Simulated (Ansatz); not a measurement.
## Short convergence ladders for ScPd₃ (P4mm, 4 atoms in the cell)

```
ScPd3
1.0
    3.99955     0.00000     0.00000
    0.00000     3.99955     0.00000
    0.00000     0.00000     3.99955
Sc Pd
1 3
Direct
  0.00000   0.00000   0.01250
  0.50000   0.50000   0.00000
  0.00000   0.50000   0.50000
  0.50000   0.00000   0.50000
```

Base method: PBEsol, default PAW files made with PBE (plane waves; Ansatz, a first-principles code).

Base settings: basis.ecutwfc = 420 eV; kpoints.mp_grid.grid = 8 8 8; hamiltonian.xc = pbesol; hamiltonian.pseudopotentials = {kind: paw} (the program's default PAW files); scf.occupations.method = gaussian; scf.occupations.width = 0.1 eV.

The count of work is k-points × plane waves × bands × iterations; it is no time. Core times come from one kind of shared machine, to one figure; runs under 30 s give none.

**The k-point mesh at a smearing width of 0.02 eV**

In this ladder: scf.occupations.width = 0.02 eV.

Only quantities that move along the ladder and can be compared are tabulated.

| kpoints.mp_grid.grid | free energy less the last step's (meV/atom) | pressure (GPa) | largest difference of a force vector from the last step's (eV/Å) | count of work / last |
|---|---|---|---|---|
| 3 3 3 | 17.79 | -6.29 | 0.024 | 0.011 |
| 4 4 4 | -12.05 | -6.39 | 0.001 | 0.033 |
| 5 5 5 | -6.69 | -7.04 | 0.016 | 0.037 |
| 6 6 6 | 9.14 | -6.40 | 0.011 | 0.055 |
| 8 8 8 | -2.30 | -6.49 | 0.001 | 0.12 |
| 9 9 9 | 1.73 | -6.41 | 0.003 | 0.12 |
| 11 11 11 | 0.12 | -6.56 | 0.000 | 0.17 |
| 16 16 16 | 0.16 | -6.48 | 0.002 | 0.65 |
| 20 20 20 | 0.00 | -6.47 | 0.000 | 1.0 |

Coarsest kpoints.mp_grid.grid that holds the forces within 0.02 eV/Å of the last step, with all finer ones: 4 4 4, at 0.033 of the last step's count of work; the step before is off by 0.024 eV/Å.

Coarsest kpoints.mp_grid.grid that holds the free energy within 0.5 meV/atom of the last step, with all finer ones: 11 11 11, at 0.17 of the last step's count of work; the step before is off by 1.7 meV/atom.

Coarsest kpoints.mp_grid.grid that holds the pressure within 0.2 GPa of the last step, with all finer ones: 6 6 6, at 0.055 of the last step's count of work; the step before is off by 0.57 GPa.

**The width of Fermi-Dirac smearing**

In this ladder: kpoints.mp_grid.grid = 13 13 13; scf.occupations.method = fermi_dirac.

Narrow widths need finer meshes than wide ones, so the last steps can hold mesh noise.

Only quantities that move along the ladder and can be compared are tabulated; pressure and forces are left out, as mesh noise rules them at narrow widths.

```csv
scf.occupations.width,free energy less the last step's (meV/atom),energy extrapolated to zero width less the last step's (meV/atom)
1 eV,-1096.56,129.27
0.5 eV,-223.84,21.36
0.3 eV,-79.15,-7.13
0.2 eV,-36.86,-4.11
0.1 eV,-8.12,-0.32
0.05 eV,0.00,0.00
```

Widest scf.occupations.width that holds the energy extrapolated to zero width within 1 meV/atom of the last step, with all finer ones: 0.1 eV; the step before is off by 4.1 meV/atom.

Widest scf.occupations.width that holds the free energy within 5 meV/atom: not settled: the last two steps still differ by 8.1 meV/atom, over half the tolerance, so the ladder does not show it.

The extrapolation to zero width removes most of the smearing's effect on the energy.

**The mesh under tetrahedron occupations**

In this ladder: scf.occupations.method = tetrahedron; scf.occupations.width = default.

Only quantities that move along the ladder and can be compared are tabulated.

| kpoints.mp_grid.grid | free energy less the last step's (meV/atom) | pressure (GPa) | largest difference of a force vector from the last step's (eV/Å) | count of work / last | core time / last (rough) |
|---|---|---|---|---|---|
| 4 4 4 | -12.65 | -6.53 | 0.004 | 0.034 | – |
| 5 5 5 | -15.70 | -6.69 | 0.009 | 0.034 | – |
| 7 7 7 | 0.46 | -6.43 | 0.001 | 0.073 | – |
| 8 8 8 | -2.85 | -6.51 | 0.001 | 0.14 | – |
| 10 10 10 | 0.67 | -6.42 | 0.000 | 0.23 | – |
| 12 12 12 | -0.21 | -6.49 | 0.000 | 0.36 | 0.4 |
| 15 15 15 | -0.35 | -6.48 | 0.000 | 0.52 | 0.5 |
| 19 19 19 | 0.00 | -6.48 | 0.000 | 1.0 | 1 |

Coarsest kpoints.mp_grid.grid that holds the forces within 0.005 eV/Å of the last step, with all finer ones: 7 7 7, at 0.073 of the last step's count of work; the step before is off by 0.009 eV/Å.

Coarsest kpoints.mp_grid.grid that holds the free energy within 5 meV/atom of the last step, with all finer ones: 7 7 7, at 0.073 of the last step's count of work; the step before is off by 16 meV/atom.

Coarsest kpoints.mp_grid.grid that holds the pressure within 0.2 GPa of the last step, with all finer ones: 7 7 7, at 0.073 of the last step's count of work; the step before is off by 0.22 GPa.

On the base run: the starting cell comes from a database of computed structures (which also holds hypothetical and non-ambient phases and stackings), without a prior relaxation at this level. Its lattice was rescaled by up to half a per cent. One atom was moved a little off its site on purpose. Spin polarisation is off. In the base run, with a pressure of about -7 GPa the cell is away from its equilibrium volume at this level. Ansatz's pressure includes its estimate of the finite-basis (Pulay) stress.

Left out of this page: 2 runs of the series outside the window shown, repeating another row's setting, or not comparable.

Keys are those of Ansatz 0.2.
